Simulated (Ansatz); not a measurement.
Ansatz (a quantum-chemistry and plane-wave program) run on TiZn (P4mm, 2 atoms in the cell): self-consistent single point.

Computed with LDA (PW92), default PAW files made with PBE (plane waves; Ansatz).

The change in words: 1 x 1 x 1 supercell, one Ti atom moved by 0.02 angstrom along z. Reference geometry:
```yaml
crystal:
  lattice:
    - [3.13312, 0.00000, 0.00000]
    - [0.00000, 3.13312, 0.00000]
    - [0.00000, 0.00000, 3.13312]
  atoms:
    - { symbol: Ti, position: [0.50000, 0.50000, 0.50000] }
    - { symbol: Zn, position: [0.00000, 0.00000, 0.00000] }
```

Reference input (self-consistent single point, DFT, LDA (PW92), plane waves, default PAW files made with PBE): basis.ecutwfc = 30.9 Ry; kpoints.mp_grid.grid = 11 11 11; hamiltonian.xc = lda; hamiltonian.pseudopotentials = {kind: paw} (the program's default PAW files); scf.occupations.method = gaussian; scf.occupations.width = 0.0073 Ry. This run's input differs from it in these lines:

```diff
@@ -7,3 +7,3 @@
   atoms:
-    - { symbol: Ti, position_ang: [1.566561, 1.566561, 1.566561] }
+    - { symbol: Ti, position_ang: [1.566561, 1.566561, 1.586559] }
     - { symbol: Zn, position_ang: [0.000000, 0.000000, 0.000000] }
```

Log, with long lists cut:

```
SCF iter   1: F=—  HF=-5696.971275 eV  |F-HF|=—  |Δ(HF+E_count)|=         —  Δρ=6.48e-3  dr2=9.64e-3  ethr=1.77e-3  ⟨swp⟩=5.1  Hψ=9674  notcnv=0
all-band conjugate gradients solve this SCF's bands
preconditioner: auto → none
SCF iter   2: F=—  HF=-5696.969147 eV  |F-HF|=—  |Δ(HF+E_count)|=   2.13e-3  Δρ=2.26e-3  dr2=6.57e-4  ethr=4.02e-5  ⟨swp⟩=1.8  Hψ=3214  notcnv=0
SCF iter   3: F=—  HF=-5696.969172 eV  |F-HF|=—  |Δ(HF+E_count)|=   2.48e-5  Δρ=5.57e-4  dr2=4.45e-5  ethr=2.74e-6  ⟨swp⟩=2.4  Hψ=2999  notcnv=0
SCF iter   4: F=—  HF=-5696.969186 eV  |F-HF|=—  |Δ(HF+E_count)|=   1.38e-5  Δρ=4.00e-4  dr2=2.66e-5  ethr=1.85e-7  ⟨swp⟩=2.0  Hψ=2837  notcnv=0
SCF iter   5: F=—  HF=-5696.969174 eV  |F-HF|=—  |Δ(HF+E_count)|=   1.13e-5  Δρ=2.56e-5  dr2=9.15e-8  ethr=1.11e-7  ⟨swp⟩=2.0  Hψ=2732  notcnv=0
SCF iter   6: F=-5696.969174 eV  HF=-5696.969174 eV  |F-HF|=1.07e-9  |Δ(HF+E_count)|=   4.17e-8  Δρ=2.99e-6  dr2=1.72e-9  ethr=3.81e-10  ⟨swp⟩=4.9  Hψ=8091  notcnv=0
SCF 1 converged in 6 iterations: F = -5696.969174 eV  dr2 = 1.72e-9
Free energy (F): -5696.969174 eV
Internal energy: -5696.966809 eV  (E = F + TS)
E sigma→0 (E₀):  -5696.967992 eV
Entropy (-TS):   -0.002365 eV (-1.183 meV/atom)
Fermi energy:    12.572826 eV
--- Forces (eV/Å), atoms counted from 1 ---
  atom   1  Ti     0.00000000     0.00000000    -0.08867821
  atom   2  Zn    -0.00000000     0.00000000     0.08868729
--- Stress (GPa, compression-positive) ---
       -8.110351       0.000000      -0.000000
        0.000000      -8.110351       0.000000
       -0.000000       0.000000      -8.120567
  P = ⅓ Tr σ = -8.1138 GPa (-81.138 kbar)
  The stress holds the Pulay correction. Without it, at fixed plane waves, as pw.x and ABINIT print it: P = -8.1698 GPa
```

The run converged in 6 iterations. Against the reference run the free energy is nearly the same (within 1 meV/atom), the pressure moves little (-8.13 to -8.11 GPa) and the largest force goes from 0.000 to 0.089 eV/Å.

The starting cell comes from a database of computed structures (which also holds hypothetical and non-ambient phases and stackings), without a prior relaxation at this level. Its lattice was rescaled by up to half a per cent. For this run, on top of that: 1 x 1 x 1 supercell, one Ti atom moved by 0.02 angstrom along z. Spin polarisation is off. With a pressure of about -8 GPa the cell is away from its equilibrium volume at this level. Ansatz's pressure includes its estimate of the finite-basis (Pulay) stress.

Keys are those of Ansatz 0.2.
